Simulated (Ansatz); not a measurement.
Given:

End structure of a constructed model of the (111) surface of fcc Au, a layer of Os in place of the third plane (bottom of the slab: a bare face, its two planes held):

```yaml
crystal:
  lattice:
    - [2.93959, 0.00000, 0.00000]
    - [-1.46980, 2.54576, 0.00000]
    - [0.00000, 0.00000, 28.50000]
  atoms:
    - { symbol: Au, position: [0.33333, 0.66667, 0.28777] }
    - { symbol: Au, position: [0.66667, 0.33333, 0.37199] }
    - { symbol: Au, position: [0.00000, 0.00000, 0.45504] }
    - { symbol: Os, position: [0.33333, 0.66667, 0.53246] }
    - { symbol: Au, position: [0.66667, 0.33333, 0.61050] }
    - { symbol: Au, position: [0.00000, 0.00000, 0.69417] }
```

Model: 6-atom slab, 12.1 Å thick at the start, 15x15x1 mesh, Fermi-Dirac 0.1 eV, dipole correction, 2 atoms held, the rest relaxed; start symmetry kept, larger cells not searched; no spin, no spin-orbit, no U. In PBE it is, or lies within 0.01 eV a 1x1 cell of, the lowest of the 2 structures of its composition computed so far; larger cells were not tried.

### Question
Predict the work function of the top face from Ansatz (a quantum-chemistry and plane-wave program) with PBE.

### Answer
4.96 eV
